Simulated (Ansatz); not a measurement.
Response to strain in HgS

Take HgS in the zinc blende structure (space group F-43m, No. 216; a = 5.992 Å) as the base.

Strains are applied to the cell and any free atomic positions relax.

The values are results of plane-wave PAW DFT at the PBE level (Ansatz, a program for electronic structure, 420 eV), no spin-orbit coupling, not measurements.

Notes on the quantities. energy relative to the base: free energy F.

```json
[
 {"isotropic strain (%)": "-3", "energy relative to the base (meV/atom)": "38.6"},
 {"isotropic strain (%)": "-2", "energy relative to the base (meV/atom)": "16.5"},
 {"isotropic strain (%)": "-1.5", "energy relative to the base (meV/atom)": "9.1"},
 {"isotropic strain (%)": "0", "energy relative to the base (meV/atom)": "0.0"},
 {"isotropic strain (%)": "0.5", "energy relative to the base (meV/atom)": "0.9"},
 {"isotropic strain (%)": "1", "energy relative to the base (meV/atom)": "?"},
 {"isotropic strain (%)": "1.5", "energy relative to the base (meV/atom)": "8.1"},
 {"isotropic strain (%)": "2", "energy relative to the base (meV/atom)": "14.0"},
 {"isotropic strain (%)": "2.5", "energy relative to the base (meV/atom)": "21.5"}
]
```

**Question.** Fit ΔE = Aε² + Bε³ (ε in %) to the rows shown and predict the withheld row.

**Answer.** Least squares on the printed values gives A = 3.82 and B = -0.15 meV/atom (largest residual 0.1 meV/atom); this predicts 3.7 meV/atom, and the run gives 3.7 meV/atom, in agreement.

A case with no gap was solved on a k-mesh chosen for an insulator, which is coarse for it. No phonon test of stability was made. The final runs are not spin-polarised.
